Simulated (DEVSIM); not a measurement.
Device: Schottky contact on n-type GaN, at 350 K.

```csv
layer (left to right),material,thickness (μm),Nd (cm⁻³),τn (s),τp (s)
1,GaN,1.90,2.7e15,7.6e-9,7.6e-9
2,GaN,30.0,1.2e18,7.6e-9,7.6e-9
```

Left contact: Schottky, work function 5.74 eV, emission velocity 3.4e6 cm/s. Right contact: ohmic. Voltage is applied to the left contact. Recombination: SRH at mid-gap, radiative, Auger. Mobility is constant in doping.

Constants are typed, rounded textbook-type inputs, not results; the design itself was drawn at random and stands for no fabricated device. Values at 300 K; Nc and Nv go as T^1.5, mobilities as T to minus their exponent, the gap by Varshni's rule with the affinity fixed.

```csv
parameter,GaN
gap (eV),3.43
affinity (eV),4.1
permittivity,9.5
Nc (cm⁻³),2.3e18
Nv (cm⁻³),4.6e19
μn (cm²/Vs),1200
μp (cm²/Vs),100
T exponent of μn,1.5
T exponent of μp,2
B (cm³/s),1e-11
Cn (cm⁶/s),1e-30
Cp (cm⁶/s),1e-30
Varshni α (eV/K),0.00091
Varshni β (K),830
```

DEVSIM, 1D drift-diffusion, Boltzmann statistics, complete ionisation; no tunnelling, impact ionisation, image-force lowering or self-heating. Metal contacts follow the ideal Schottky-Mott rule: no Fermi-level pinning, no interface dipoles.

**Question.** Tabulate band edges, carrier densities and field at zero bias.

**Answer.** Energies count from the Fermi level of the right contact; mesh points crowd at the junctions.

| x (μm) | Ec (eV) | Ev (eV) | n (cm⁻³) | p (cm⁻³) | field (V/cm) |
|---|---|---|---|---|---|
| 0.000 | 1.640 | -1.768 | < 1e2 | < 1e2 | -38000 |
| 0.03447 | 1.512 | -1.896 | < 1e2 | < 1e2 | -36000 |
| 0.1172 | 1.231 | -2.177 | < 1e2 | < 1e2 | -32000 |
| 0.3023 | 0.728 | -2.680 | 9.5e7 | < 1e2 | -22000 |
| 1.024 | 0.211 | -3.197 | 2.7e15 | < 1e2 | -64 |
| 1.534 | 0.210 | -3.198 | 2.8e15 | < 1e2 | -77 |
| 1.762 | 0.198 | -3.210 | 4.0e15 | < 1e2 | -1700 |
| 1.873 | 0.138 | -3.270 | 3.0e16 | < 1e2 | -15000 |
| 1.903 | 0.040 | -3.369 | 7.8e17 | < 1e2 | -34000 |
| 1.943 | 0.027 | -3.381 | 1.2e18 | < 1e2 | ≈ 0 |
| 2.039 | 0.027 | -3.381 | 1.2e18 | < 1e2 | ≈ 0 |
| 2.408 | 0.027 | -3.381 | 1.2e18 | < 1e2 | ≈ 0 |
| 3.181 | 0.027 | -3.381 | 1.2e18 | < 1e2 | ≈ 0 |
| 5.074 | 0.027 | -3.381 | 1.2e18 | < 1e2 | ≈ 0 |
| 12.30 | 0.027 | -3.381 | 1.2e18 | < 1e2 | ≈ 0 |
| 22.71 | 0.027 | -3.381 | 1.2e18 | < 1e2 | ≈ 0 |
| 28.17 | 0.027 | -3.381 | 1.2e18 | < 1e2 | ≈ 0 |
| 30.39 | 0.027 | -3.381 | 1.2e18 | < 1e2 | ≈ 0 |
| 31.45 | 0.027 | -3.381 | 1.2e18 | < 1e2 | ≈ 0 |
| 31.73 | 0.027 | -3.381 | 1.2e18 | < 1e2 | ≈ 0 |
| 31.85 | 0.027 | -3.381 | 1.2e18 | < 1e2 | ≈ 0 |
| 31.90 | 0.027 | -3.381 | 1.2e18 | < 1e2 | ≈ 0 |
